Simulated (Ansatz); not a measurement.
A set of cells, compared by their Bader charge of C.

Cell A: a slab of GaN (wurtzite, P6₃mc) cut along (1 0 -1 0), 29 atoms, rectangular cell of 6.39 × 5.21 Å (33.3 Å²), symmetry Pm within 0.02 Å, 10.2 Å thick under 16 Å of vacuum, in-plane vectors held at the crystal's; planes from bottom to top: Ga2N2 × 6 | CH3 | H, its two faces unlike (dipole correction applied); added, foreign or displaced atoms, above the top plane: CH4 with no bond to the solid, its nearest contact C···Ga 3.09 Å; spin state with PBE: run without spin, k-point mesh 5×6×1.
```yaml
crystal:
  lattice:
    - [6.39349, 0.00000, 0.00000]
    - [0.00000, 5.20882, 0.00000]
    - [0.00000, 0.00000, 25.78928]
  atoms:
    - { symbol: Ga, position: [0.25000, 0.61238, 0.34144] }
    - { symbol: Ga, position: [0.50005, 0.14659, 0.32096] }
    - { symbol: N, position: [0.25000, 0.98735, 0.34530] }
    - { symbol: N, position: [0.50004, 0.49290, 0.31015] }
    - { symbol: Ga, position: [0.00002, 0.61680, 0.45097] }
    - { symbol: Ga, position: [0.25000, 0.11705, 0.42025] }
    - { symbol: N, position: [0.00024, 0.99227, 0.45385] }
    - { symbol: N, position: [0.25000, 0.49240, 0.41738] }
    - { symbol: Ga, position: [0.75000, 0.64589, 0.55053] }
    - { symbol: Ga, position: [0.99985, 0.11254, 0.52968] }
    - { symbol: N, position: [0.75000, 0.99288, 0.56091] }
    - { symbol: N, position: [0.00018, 0.48764, 0.52590] }
    - { symbol: Ga, position: [0.75000, 0.61237, 0.34147] }
    - { symbol: Ga, position: [0.99995, 0.14659, 0.32096] }
    - { symbol: N, position: [0.75000, 0.98734, 0.34540] }
    - { symbol: N, position: [0.99996, 0.49290, 0.31015] }
    - { symbol: Ga, position: [0.49998, 0.61680, 0.45097] }
    - { symbol: Ga, position: [0.75000, 0.11685, 0.42037] }
    - { symbol: N, position: [0.49976, 0.99227, 0.45385] }
    - { symbol: N, position: [0.75000, 0.49224, 0.41743] }
    - { symbol: Ga, position: [0.25000, 0.64730, 0.55022] }
    - { symbol: Ga, position: [0.50015, 0.11254, 0.52968] }
    - { symbol: N, position: [0.25000, 0.99374, 0.56147] }
    - { symbol: N, position: [0.49982, 0.48764, 0.52590] }
    - { symbol: C, position: [0.75000, 0.45671, 0.66416] }
    - { symbol: H, position: [0.88913, 0.35861, 0.64922] }
    - { symbol: H, position: [0.61087, 0.35861, 0.64922] }
    - { symbol: H, position: [0.75000, 0.66066, 0.65315] }
    - { symbol: H, position: [0.75000, 0.44613, 0.70663] }
```

Cell B: a slab of GaN (wurtzite, P6₃mc) cut along (1 0 -1 0), 29 atoms, rectangular cell of 6.39 × 5.21 Å (33.3 Å²), symmetry P1 within 0.02 Å, 9.2 Å thick under 16 Å of vacuum, in-plane vectors held at the crystal's; planes from bottom to top: Ga2N2 × 6 | H | CH3, its two faces unlike (dipole correction applied); added, foreign or displaced atoms, above the top plane: CH3 bound through C to 1 Ga at 1.99 Å; H bound to 1 N at 1.03 Å; spin state with PBE: run without spin, k-point mesh 5×6×1.
```xyz
29
Lattice="6.3935 0.0000 0.0000 0.0000 5.2088 0.0000 0.0000 0.0000 24.8394" Properties=species:S:1:pos:R:3 pbc="T T T"
Ga     1.5989     3.1344     8.8176
Ga     3.1946     0.7143     8.2601
N      1.5989     5.0921     8.9035
N      3.1928     2.5184     7.9884
Ga    -0.0192     3.1486    11.6522
Ga     1.5989     0.5637    10.8213
N     -0.0096     5.1142    11.6896
N      1.5988     2.5194    10.7700
Ga     4.7953     3.1167    14.5815
Ga     0.0389     0.5507    13.5782
N      4.7959     5.0890    14.4081
N     -0.0257     2.5025    13.5443
Ga     4.7958     3.1362     8.7934
Ga     0.0033     0.7144     8.2600
N      4.7957     5.0917     8.8861
N      0.0052     2.5184     7.9881
Ga     3.2171     3.1486    11.6518
Ga     4.7957     0.5645    10.8052
N      3.2075     5.1142    11.6894
N      4.7958     2.5150    10.7407
Ga     1.5991     3.2935    14.1441
Ga     3.1592     0.5506    13.5780
N      1.5991     5.1094    14.4503
N      3.2234     2.5025    13.5434
C      4.7923     2.5459    16.4832
H      5.6902     1.9601    16.7275
H      4.7754     3.4195    17.1491
H      3.9081     1.9351    16.7160
H      4.7959     5.4366    15.3729
```

All numbers come from Ansatz (an electronic-structure program), plane waves with PAW, its PAW set soft_1, cutoff 420 eV. The structures are at rest with PBE+D3(BJ), within the held lattices; other levels are single points on them. Neutral cells; Fermi-Dirac smearing of at most 0.05 eV in the solids, energies taken to zero width. The lattices are those relaxed with PBE+D3(BJ), so at other levels the solids can be strained. Larger cells are relaxed from a start prepared with the learned potential CHGNet till forces fall under 0.03 eV/Å, which some starts already meet. The structures are the rest points that the relaxations reached, not proven lowest. Values are for these cell sizes. A dispersion term ran beside these levels; it doesn't touch the electrons. Electrons of density maxima off the nuclei are shared among the atoms. Mean over the atoms, with the range where they differ; positive means electrons lost.

### Question
Predict the Bader charge of C (e) of each cell with PBE.

### Answer
```csv
cell,PBE
A,-0.11
B,-0.45
```

With PBE the value of A exceeds that of B by 0.34 e.
